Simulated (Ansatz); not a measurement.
**Effect of strain tensor (xx, yy, zz, yz, xz, xy) = (+0.38, −0.41, +2.13, −0.35, −0.32, −0.35) % on Rb2KAsF6**

The reference is Rb₂KAsF₆ (space group Fm-3m, No. 225; a = 9.0834 Å; a cell from a computed database, its experimental status unchecked). Axes: x, y, z lie along the cube axes.

The change: the symmetric strain tensor [0.0038 -0.0034 -0.0032; -0.0034 -0.0041 -0.0034; -0.0032 -0.0034 0.0213]; the atoms relax in the strained cell.

Method: r2SCAN (Ansatz, an electronic-structure program, PAW, spin-orbit coupling left out). Settings: 6×6×6 k-points, 0.05 eV Fermi–Dirac smearing.

The volume per atom rises by 0.39 Å³, from 18.74 Å³ to 19.13 Å³ and the space group goes from Fm-3m (No. 225) to P-1 (No. 2). The shortest interatomic distance rises by 0.0091 Å to 2.058 Å and the energy drops by 6.4 meV/atom. The band gap shrinks by 0.073 eV, from 4.98 eV to 4.90 eV and the gap character comes out as indirect, Z → Y. The smallest direct gap drops by 0.05 eV (4.98 eV → 4.93 eV) and the valley order (the lowest conduction-band minima on the path, energy above the VBM, named in the base's zone) becomes L along [11-1] 4.90 eV; L along [1-1-1] 5.00 eV; L along [1-11] 5.03 eV; a point along [100], about 0.3 Å⁻¹ from Γ 5.08 eV (base: L along ⟨111⟩ 4.98 eV; a point along ⟨111⟩, about 0.4 Å⁻¹ from Γ 4.98 eV; a point along ⟨100⟩, about 0.3 Å⁻¹ from Γ 5.00 eV; a point along ⟨110⟩, about 0.2 Å⁻¹ from Γ 5.01 eV). The largest internal atomic displacement amounts to 0.472 Å and the stress (xx, yy, zz, yz, xz, xy; compression positive) is (-0.48, -0.57, -1.65, -0.11, -0.22, 0.27) GPa.

Final structure:

```xyz
10
Lattice="-0.0302 4.5074 4.6228 4.5444 -0.0313 4.6239 4.5433 4.5074 -0.0302" Properties=species:S:1:pos:R:3 pbc="T T T"
K      4.5288     4.4918     4.6083
Rb     6.8244     6.8169     6.8907
Rb     2.2332     2.1667     2.3258
As     0.0000     0.0000     0.0000
F      2.0056     4.4922     4.9235
F      7.0519     4.4913     4.2930
F      4.5059     1.9770     5.0696
F      4.5516     7.0065     4.1470
F      4.3033     4.0960     1.9916
F      4.7543     4.8875     7.2249
```

No phonon test of stability was made. Under strain tensor (xx, yy, zz, yz, xz, xy) = (+0.38, −0.41, +2.13, −0.35, −0.32, −0.35) % the cell ends below the base's energy or with stress of the wrong sign: the atoms slid into a distortion or the cell is elastically unstable, so the base is not a stable minimum at this level. k-point labels follow each cell's own Brillouin zone.
